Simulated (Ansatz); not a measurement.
# ZnSe with two functionals, pressure 0.7 GPa

The parent structure is ZnSe in the zinc blende structure (space group F-43m, No. 216; a = 5.7330 Å).

(Cell as relaxed with PBE.)

Levels (all Ansatz, a quantum-chemistry and plane-wave program, PAW, earlier PAW set): PBE (420 eV, spin-orbit coupling left out); r2SCAN (500 eV, scalar-relativistic without spin-orbit coupling).

Each level relaxes its own structure.

```
base                         PBE       r2SCAN
-------------------  -----------  -----------
volume per atom         23.55 Å³     22.74 Å³
lattice parameter a  10.834 bohr  10.707 bohr
band gap                 1.15 eV      1.86 eV
```

It is then changed as follows: cell and atoms relaxed at a pressure of 0.7 GPa.

```csv
quantity,PBE,r2SCAN
"hole mass (degenerate bands, along [100])","0.096, 0.62, 0.62 mₑ (at Γ)",?
lattice parameter a,10.790 bohr,?
band gap,1.20 eV,?
gap character,direct at Γ,?
```

Question: What does r2SCAN give?

Answer: 
- hole mass (degenerate bands, along [100]), r2SCAN: 0.13, 0.59, 0.59 mₑ (at Γ)
- lattice parameter a, r2SCAN: 10.670 bohr
- band gap, r2SCAN: 1.91 eV
- gap character, r2SCAN: direct at Γ

PBE's lattice parameter a lies 0.120 bohr above r2SCAN's (1.1 %); PBE's band gap lies 0.71 eV below r2SCAN's; the two agree on the gap character. Neither level is exact; r2SCAN is the comparison here, not a measurement.

Load acts through the strain it causes; cell and atoms are relaxed under it. Masses are band curvatures over ±0.01 Å⁻¹ around the edge. Stability against distortions was not tested.
